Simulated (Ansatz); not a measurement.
**How the bulk modulus B0 of SnSe (model structure, started from the 4H type, P6₃mc, No. 186, 8 atoms in the cell) moves with the method**

No measured value is used here.

Q: Put these levels in order of the bulk modulus B0 that they give for SnSe (model structure, started from the 4H type, P6₃mc, No. 186, 8 atoms in the cell), smallest first: LDA (Ansatz, an electronic-structure program), PBEsol (Ansatz), r²SCAN (Ansatz).

A: r²SCAN (30.5 GPa), PBEsol (32.8 GPa), LDA (35.5 GPa)

Unless a cell is named, each level is at its own relaxed cell (LDA 31.09, PBEsol 32.10, r²SCAN 33.33 Å³/atom).

LDA, PBEsol, r²SCAN: the bulk modulus is −V dP/dV from two relaxed cells at ±2 % in volume. Each level is taken at its own relaxed cell. Cutoffs differ between the levels. Ansatz's density-functional and Hartree–Fock values are scalar-relativistic unless marked +SOC, with PAW data made under PBE.

A model structure was made by putting elements into a prototype or built by hand; it is no filed structure, need not be a known phase, and can be a saddle point held by its symmetry.
